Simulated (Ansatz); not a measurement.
Here is the system:

```
CELL_PARAMETERS angstrom
      0.00000     2.18885     2.18885
      2.18885     0.00000     2.18885
      2.18885     2.18885     0.00000
ATOMIC_POSITIONS crystal
  N  0.75000 0.75000 0.75000
  Al 0.00000 0.00000 0.00000
```

A single point on AlN, its geometry relaxed with PBEsol.

Computed with PBEsol/PAW in Ansatz (an electronic-structure program), noncollinear with spin-orbit coupling. Γ-centred 13×13×13 mesh, Fermi–Dirac width 0.05 eV.

**Question.** Estimate the gap character.

**Answer.** Indirect, Γ → X.

**Question.** What is the computed band gap?

**Answer.** 3.19 eV.

Single points use the geometry relaxed with PBEsol. Stability against distortions was not tested. The cell is AlN in the zinc blende structure (space group F-43m, No. 216). This is not the structure that AlN has at room temperature and ambient pressure.
